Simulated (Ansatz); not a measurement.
For AlB2-type TiB2, PBEsol (PAW; Ansatz, a program for electronic structure) gives:

```
Property              Result
-------------------  -------
lattice constant a   3.017 Å
lattice parameter c  3.185 Å
```

Task: What does HSE06 in Ansatz (PAW) give for the same quantities?

Result: 
- lattice constant a: 3.014 Å (shrinks by 0.1 %)
- lattice parameter c: 3.202 Å (increases by 0.5 %)

For comparison: lattice constant a 3.029 Å (measured, 293 K, not corrected to a static lattice; as tabulated in R. G. Munro, J. Res. NIST 105, 709 (2000), Material Properties of Titanium …); lattice parameter c 3.229 Å (measured, 293 K, no zero-point or thermal correction; as tabulated in R. G. Munro, J. Res. NIST 105, 709 (2000), Material Properties of Titanium …).

Changes are worked out from the printed values.

Unless a cell is named, each level is at its own relaxed cell (PBEsol 8.37, HSE06 8.40 Å³/atom).

The crystal itself was run without spin with PBEsol, HSE06; a magnetic state was not tried in these runs.

Caveats: exact exchange on metals is sensitive to the k mesh and can open a false gap (HSE06). Ansatz's density-functional and Hartree–Fock values are scalar-relativistic unless marked +SOC, with PAW data made under PBE.
